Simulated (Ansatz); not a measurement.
The starting structures come from a database of crystals and need not be the phases stable at ambient conditions.

Inside the gap of an insulator the Bloch states are evanescent, with a wavenumber k + iκ along the transport direction.

Input:

```
RbH2O4P
1.0
    6.08396     0.00000     0.00000
    0.00000     7.49232    -0.04234
    0.00000     1.48912     4.65474
Rb H P O
2 4 2 8
Direct
  0.25000   0.25468   0.78215
  0.75000   0.74532   0.21785
  0.75000   0.37180   0.81410
  0.25000   0.62820   0.18590
  0.00000   0.00000   0.50000
  0.50000   0.00000   0.50000
  0.75000   0.24565   0.28830
  0.25000   0.75435   0.71170
  0.75000   0.41134   0.99627
  0.25000   0.58866   0.00373
  0.75000   0.33629   0.52692
  0.25000   0.66371   0.47308
  0.95970   0.12600   0.28625
  0.04030   0.87400   0.71375
  0.45970   0.87400   0.71375
  0.54030   0.12600   0.28625
```

Space group of this cell: P2_1/m. The cell was relaxed by PBE-D3(BJ); by PBEsol its mean pressure is -0.8 GPa.

Transport runs along the normal of the first two printed cell vectors.

No gap correction and no spin-orbit coupling; mid-gap values are interpolated between computed energies.

Question: Predict the band gap and the smallest decay constant κ at mid-gap from PBEsol (Ansatz, an electronic-structure program).

Answer: Gap 5.13 eV on a 6×4×8 mesh; κ = 0.443 1/Å, at the zone centre.
